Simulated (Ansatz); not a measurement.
The slab is Si(111) 1x1 surface, 6 top atoms, 3 bilayers, bottom bilayer H-capped and fixed, every top atom capped by Cl; cell 11.5 x 6.6 Å; about 9 Å thick over its heavy atoms, 18 atoms held. These are PBE-D3(BJ) (plane waves to 420 eV, PAW; Ansatz, a first-principles code) values and carry that method's errors. k mesh 1 x 2 x 1. The slab states were run without spin polarisation. A thicker slab, a larger cell or a denser mesh can move such energies by a tenth of an eV or more. Energies are static: no zero-point or thermal part. Relaxed states are local minima reached from one prepared geometry each.

One HCl a cell is brought to Si(111):Cl. Relaxed result near the molecule:

| atom | x (Å) | y (Å) | z (Å) |
|---|---|---|---|
| Cl(31) | 5.725 | 3.368 | 11.583 |
| Cl(46) | 7.667 | 0.009 | 11.584 |
| Cl(47) | 9.590 | 3.358 | 11.584 |
| Cl(p0) | 7.652 | 2.215 | 14.620 |
| H(p1) | 7.515 | 2.275 | 13.337 |

Q: What is the adsorption energy against the free HCl and the slab before, and how much of it is dispersion?

A: -0.16 eV (negative: bound); the D3 term gives -0.12 eV of it. Its closest contact to the surface is H(p1) to Cl(31) at 2.73 Å; no covalent or hydrogen bond holds it, so it is physisorbed.
